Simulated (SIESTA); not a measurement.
SIESTA run on K (Im-3m, 1 atom in the cell): self-consistent single point.

Level of theory: GGA PBE, numerical atomic orbitals DZP, PseudoDojo PBE standard norm-conserving potentials (rewritten from UPF to PSML) (SIESTA).

The change in words: lattice scaled by 0.98; kgrid.MonkhorstPack: 9 9 9 → 10 10 10. Reference geometry:
```yaml
crystal:
  lattice:
    - [-2.65320, 2.65320, 2.65320]
    - [2.65320, -2.65320, 2.65320]
    - [2.65320, 2.65320, -2.65320]
  atoms:
    - { symbol: K, position: [0.00000, 0.00000, 0.00000] }
```

Reference input (self-consistent single point, DFT, GGA PBE, numerical atomic orbitals DZP, PseudoDojo PBE standard norm-conserving potentials (rewritten from UPF to PSML)): XC.functional = GGA; XC.authors = PBE; potentials = PseudoDojo PBE standard; PAO.BasisSize = DZP; PAO.EnergyShift = 0.005 Ry; MeshCutoff = 300 Ry; kgrid.MonkhorstPack = 9 9 9; OccupationFunction = FD; ElectronicTemperature = 100 meV; MaxSCFIterations = 150; SCF.Mixer.Method = Pulay; SCF.Mixer.Weight = 0.2. This run's input differs from it in these lines:

```diff
@@ -9,7 +9,7 @@
 %endblock ChemicalSpeciesLabel
-LatticeConstant              4.595477 Ang
+LatticeConstant              4.503568 Ang
 %block LatticeVectors
-    -0.577350295    0.577350295    0.577350295
-     0.577350295   -0.577350295    0.577350295
-     0.577350295    0.577350295   -0.577350295
+    -0.577350225    0.577350225    0.577350225
+     0.577350225   -0.577350225    0.577350225
+     0.577350225    0.577350225   -0.577350225
 %endblock LatticeVectors
@@ -26,5 +26,5 @@
 %block kgrid.MonkhorstPack
-    9   0   0  0.0
-    0   9   0  0.0
-    0   0   9  0.0
+   10   0   0  0.0
+    0  10   0  0.0
+    0   0  10  0.0
 %endblock kgrid.MonkhorstPack
```

Output, abridged:

```
        iscf     Eharris(eV)        E_KS(eV)     FreeEng(eV)     dDmax    Ef(eV) dHmax(eV)
   scf:    1     -816.974179     -817.420474     -817.444934  0.614399 -2.854068  1.454984
   scf:    2     -817.442273     -817.431554     -817.456020  0.025095 -2.875332  1.082556
   scf:    3     -817.455218     -817.444740     -817.469221  0.069591 -2.936965  0.012911
   scf:    4     -817.444664     -817.444706     -817.469191  0.004040 -2.946470  0.053177
   scf:    5     -817.444763     -817.444737     -817.469222  0.003311 -2.943661  0.000893
   scf:    6     -817.444737     -817.444737     -817.469222  0.000063 -2.943609  0.000117
SCF Convergence by DM+H criterion
max |DM_out - DM_in|         :     0.0000627524
max |H_out - H_in|      (eV) :     0.0001172661
SCF cycle converged after 6 iterations

Using DM_out to compute the final energy and forces

siesta: E_KS(eV) =             -817.4447

siesta: E_KS - E_eggbox =      -817.4447

siesta: Atomic forces (eV/Ang):
     1   -0.000000   -0.000000   -0.000000
   Tot   -0.000000   -0.000000   -0.000000
   Max    0.000000
   Res    0.000000    sqrt( Sum f_i^2 / 3N )
   Max    0.000000    constrained

Stress tensor Voigt[x,y,z,yz,xz,xy] (kbar):       -4.91       -4.91       -4.91        0.00        0.00        0.00
(Free)E + p*V (eV/cell)     -817.2537
Target enthalpy (eV/cell)     -817.4692

siesta: Program's energy decomposition (eV):
siesta: FreeEng =      -817.469222

siesta: Stress tensor (static) (eV/Ang**3):
   [... lines left out ...]
siesta: Cell volume =         70.315033 Ang**3
siesta:           4.91048866          4.91048866  kBar
   [... lines left out ...]

mulliken: Atomic and Orbital Populations:

Species: K
Atom  Qatom  Qorb
               3s      4s      4s      3py     3pz     3px     4py     4pz
               4px
   1  9.000   1.991   0.552   0.084   2.020   2.020   2.020   0.104   0.104
              0.104

mulliken: Qtot =        9.000

Mulliken Atomic Populations:
Atom #   charge [q] valence [e]  Species
     1     0.000000    9.000000  K
 Total     0.000000
```

The run converged in 6 iterations. Against the reference run the free energy rises by 12.1 meV/atom and the pressure goes from 0.19 to 0.49 GPa.

The starting cell has typed, rounded lattice constants, without a prior relaxation at this level. Its lattice was rescaled by up to half a per cent. For this run, on top of that: lattice scaled by 0.98. Values carry the incompleteness of an atom-centred basis.
